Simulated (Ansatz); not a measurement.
Take WS$_{2}$ (space group P6_3/mmc, No. 194; a = 3.115 Å, c = 11.772 Å; layered, stacked along the Cartesian z axis) as the base. Axes: x lies along a and z along c of the hexagonal cell.

The values are results of Ansatz (an electronic-structure program) PBEsol-D3(BJ), no spin-orbit coupling, not measurements.

Base values:

| Property | Value |
|---|---|
| Hole mass | 0.96 mₑ along c, 0.46 mₑ across (at Γ) |
| Band gap | 0.65 eV |
| Smallest direct gap | 1.92 eV |

Now apply this change: the cell is stretched by 3.00 % along z with no lateral relaxation; the atoms relax in the strained cell.

Q: Predict the new hole mass, band gap, largest internal atomic displacement and smallest direct gap.

A: The hole mass changes from 0.96 mₑ along c, 0.46 mₑ across (at Γ) to 0.80 mₑ along z, 0.60 mₑ across (at Γ); the band gap goes up by 0.19 eV to 0.84 eV; the largest internal atomic displacement amounts to 0.043 Å; the smallest direct gap increases by 0.04 eV, from 1.92 eV to 1.96 eV.

With W present, leaving out spin-orbit coupling can change the band edges. Masses are band curvatures over ±0.01 Å⁻¹ around the edge. Whether these cells are dynamically stable was not tested.
